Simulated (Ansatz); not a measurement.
Consider the following.

```
ZnO
1.0
    3.17260     0.00000     0.00000
   -1.58630     2.74755     0.00000
    0.00000     0.00000     5.22206
Zn O
2 2
Direct
  0.66667   0.33333   0.50059
  0.33333   0.66667   0.00059
  0.66667   0.33333   0.87972
  0.33333   0.66667   0.37972
```

The cell is strained (lengths across the current scaled by 0.98, ions clamped); by r2SCAN it stands under a pressure of 6.1 GPa.

Transport runs along the normal of the first two printed cell vectors, the (001) (indices of the unstrained crystal) plane of the conventional cell.

No gap correction and no spin-orbit coupling; mid-gap is the computed energy nearest the middle.

Task: State the band gap and the smallest decay constant κ at mid-gap according to r2SCAN (Ansatz, an electronic-structure program).

Result: Gap 1.26 eV on a 12×12×6 mesh; κ = 0.137 1/Å, at the zone centre.
